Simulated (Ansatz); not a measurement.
Where the default PAW files enter, the runs use the earlier of Ansatz's two default sets.

By PBEsol, the system below comes out a metal.

Input:

```xyz
2
Lattice="2.9944 0.0000 0.0000 0.0000 4.7337 0.0000 1.4972 0.0000 2.5933" Properties=species:S:1:pos:R:3 pbc="T T T"
Ti     1.4972     3.5503     0.8644
Ti     2.9944     1.1834     1.7288
```

Space group of this cell: P6_3/mmc, hcp (Mg type). The cell is strained (all lengths scaled by 1.02); by PBEsol its mean pressure is -9.5 GPa.

The current flows along the normal of the first two printed cell vectors, the (100) plane of the conventional cell. No spin-orbit coupling; the value is a mean over 0.1 eV about the Fermi level.

### Question
Predict the ballistic conductance per area from PBEsol (Ansatz, a first-principles code).

### Answer
0.59 × 10¹⁵ S/m² for both spins.
